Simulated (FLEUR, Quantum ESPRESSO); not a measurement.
A FLEUR input for a self-consistent single point of Br (Cmce, 4 atoms in the cell) (DFT, PBE, all-electron FLAPW (FLEUR), scalar-relativistic valence):

Input of the input generator:

```
scf Br
&input film=f /
4.2334098178 -6.3028677942 0.0000000000
4.2334098178 6.3028677942 0.0000000000
0.0000000000 0.0000000000 16.4800596479
1.0
1.0 1.0 1.0

4
35 0.8610000000 0.8610000000 0.8890000000
35 0.6390000000 0.6390000000 0.3890000000
35 0.3610000000 0.3610000000 0.6110000000
35 0.1390000000 0.1390000000 0.1110000000

&comp jspins=1 /
&kpt div1=5 div2=5 div3=2 gamma=t /
&end /
```

```xml
<?xml version="1.0" encoding="UTF-8" standalone="no"?>
<fleurInput fleurInputVersion="0.39">
   <comment>
      scf Br                                                                                              
   </comment>
   <calculationSetup>
      <cutoffs Kmax="4.0" Gmax="16.0" GmaxXC="16.0" numbands="0"/>
      <scfLoop itmax="80" minDistance="0.00001" maxIterBroyd="15" imix="Anderson" alpha="0.05" precondParam="0.0" spinf="2.0"/>
      <coreElectrons ctail="T" frcor="F" kcrel="0" coretail_lmax="0"/>
      <xcFunctional name="pbe" relativisticCorrections="F"/>
      <magnetism jspins="1"/>
      <soc l_soc="F" theta="0.0" phi="0.0" spav="F"/>
      <expertModes spex="0" secvar="F"/>
      <geometryOptimization l_f="T" forcealpha="1.0" forcemix="BFGS" epsdisp="0.00001" epsforce="0.00001"/>
      <ldaU l_linMix="F" mixParam="0.05" spinf="1.0"/>
   </calculationSetup>
   <cell>
      <bzIntegration valenceElectrons="28.0" mode="hist" fermiSmearingEnergy="0.00036749">
         <kPointListSelection listName="default-1"/>
         <!-- k-points included here -->
         <xi:include xmlns:xi="http://www.w3.org/2001/XInclude" href="kpts.xml"> </xi:include>
      </bzIntegration>
      <!-- symmetry operations included here -->
      <xi:include xmlns:xi="http://www.w3.org/2001/XInclude" href="sym.xml"> </xi:include>
      <bulkLattice scale="1.0">
         <bravaisMatrix>
            <row-1>    4.2334098178000001    -6.3028677942000000     0.0000000000000000</row-1>
            <row-2>    4.2334098178000001     6.3028677942000000     0.0000000000000000</row-2>
            <row-3>    0.0000000000000000     0.0000000000000000    16.4800596478999992</row-3>
         </bravaisMatrix>
      </bulkLattice>
   </cell>
   <atomSpecies>
      <species name="Bromine (Br)" element="Br" atomicNumber="35">
         <mtSphere radius="1.99" gridPoints="701" logIncrement="0.018"/>
         <atomicCutoffs lmax="8" lnonsphr="6"/>
         <electronConfig flipSpins="F">
            <coreConfig>(1s1/2) (2s1/2) (2p1/2) (2p3/2) (3s1/2) (3p1/2) (3p3/2) (3d3/2) (3d5/2)</coreConfig>
            <valenceConfig>(4s1/2) (4p1/2) (4p3/2)</valenceConfig>
            <stateOccupation state="(4p1/2)" spinUp="0.8333333333333" spinDown="0.8333333333333"/>
            <stateOccupation state="(4p3/2)" spinUp="1.6666666666667" spinDown="1.6666666666667"/>
         </electronConfig>
         <energyParameters s="4" p="4" d="4" f="4"/>
      </species>
   </atomSpecies>
   <atomGroups>
      <atomGroup species="Bromine (Br)">
         <relPos label="                   1">-.1390000000 -.1390000000 -.1110000000</relPos>
         <relPos label="                   2">-.3610000000 -.3610000000 .3890000000</relPos>
         <relPos label="                   3">.3610000000 .3610000000 -.3890000000</relPos>
         <relPos label="                   4">.1390000000 .1390000000 .1110000000</relPos>
         <force calculate="T" relaxXYZ="TTT"/>
      </atomGroup>
   </atomGroups>
   <output dos="F" band="F" slice="F">
      <checks vchk="F" cdinf="F"/>
      <bandDOS minEnergy="-.5*Htr" maxEnergy="0.5*Htr" sigma="0.015" storeEVData="T"/>
      <vacuumDOS vacdos="F" integ="F" star="F" nstars="0" locx1="0.0" locy1="0.0" locx2="0.0" locy2="0.0" nstm="0" tworkf="0.0"/>
      <unfoldingBand unfoldBand="F" supercellX="1" supercellY="1" supercellZ="1"/>
      <plotting iplot="0" polar="F">
         <plot TwoD="T" vec1="  1.0  0.0  0.0" vec2="  0.0  1.0  0.0" vec3="  0.0  0.0  1.0" zero="  0.0  0.0  0.0" file="plot"/>
      </plotting>
      <chargeDensitySlicing numkpt="0" minEigenval="0.0" maxEigenval="0.0" nnne="0" pallst="F"/>
      <specialOutput eonly="F"/>
      <magneticCircularDichroism mcd="F" energyLo="-10.0" energyUp="0.0"/>
   </output>
  <!-- We include the file relax.xml here to enable relaxations (see documentation) -->
  <xi:include xmlns:xi="http://www.w3.org/2001/XInclude" href="relax.xml"> <xi:fallback/> </xi:include>
</fleurInput>
```

### Question
Give the Quantum ESPRESSO input for the same structure, mesh, smearing and functional.

### Answer
One input that does it (others would too):

```fortran
&control
    calculation = 'scf',
    prefix = 'pwscf',
    outdir = './work',
    pseudo_dir = './',
    tprnfor = .true.,
    tstress = .true.,
/
&system
    ibrav = 0,
    nat = 4,
    ntyp = 1,
    ecutwfc = 50,
    occupations = 'smearing',
    smearing = 'fermi-dirac',
    degauss = 0.000734986,
/
&electrons
    conv_thr = 1.0d-8,
    mixing_beta = 0.4,
/
ATOMIC_SPECIES
Br    79.9040  Br.upf
ATOMIC_POSITIONS crystal
Br    0.861000000    0.861000000    0.889000000
Br    0.639000000    0.639000000    0.389000000
Br    0.361000000    0.361000000    0.611000000
Br    0.139000000    0.139000000    0.111000000
K_POINTS automatic
5 5 2  0 0 0
CELL_PARAMETERS angstrom
   2.240224000    -3.335334000     0.000000000
   2.240224000     3.335334000     0.000000000
   0.000000000     0.000000000     8.720872000
```

Basis, cutoffs, solver keys and any potentials are the target program's own. This input uses DFT, PBE, plane waves, PseudoDojo standard norm-conserving (PBE) pseudopotentials.

The starting cell has typed, rounded lattice constants, without a prior relaxation at this level. Its lattice was rescaled by a random factor within 2.5 % of one.
